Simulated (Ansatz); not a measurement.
Mo: tensor shear ε_xy = +0.86 %

Start from Mo in the bcc (W type) structure (space group Im-3m, No. 229; a = 3.1300 Å; relaxed with 0.1 eV smearing). Axes: x, y, z lie along the cube axes.

It is then changed as follows: a pure shear with ε_xy = ε_yx = 0.0086, atoms relaxed at fixed cell.

Method: PBEsol, PAW, 420 eV (Ansatz, a quantum-chemistry and plane-wave program; spin-orbit coupling left out). k-mesh 29×29×29 (Γ-centred); smearing 0.1 eV (Fermi–Dirac).

- Volume per atom: 15.33 Å³ (base 15.33 Å³)
- Space group: Fmmm (No. 69) (base Im-3m (No. 229))
- Shortest interatomic distance: 2.695 Å (base 2.711 Å)
- Energy relative to the base (free energy F): +1.5 meV/atom
- Pressure (mean of the normal stresses, compression positive): 0.1 GPa (base 0.0 GPa)
- Band gap: zero (base zero)
- Stress (xx, yy, zz, yz, xz, xy; compression positive): (0.0, 0.0, 0.1, 0.0, 0.0, -1.8) GPa

Final structure:

```
Mo
1.0
   -1.55152     1.55152     1.56498
    1.55152    -1.55152     1.56498
    1.57844     1.57844    -1.56498
Mo
1
Direct
  0.00000   0.00000   0.00000
```

Cost of the whole job for the changed cell (relaxation, final SCF and bands): roughly 50 core-seconds.

The cells carry an imposed strain or load. Stability against distortions was not tested. All final runs are without spin polarisation.
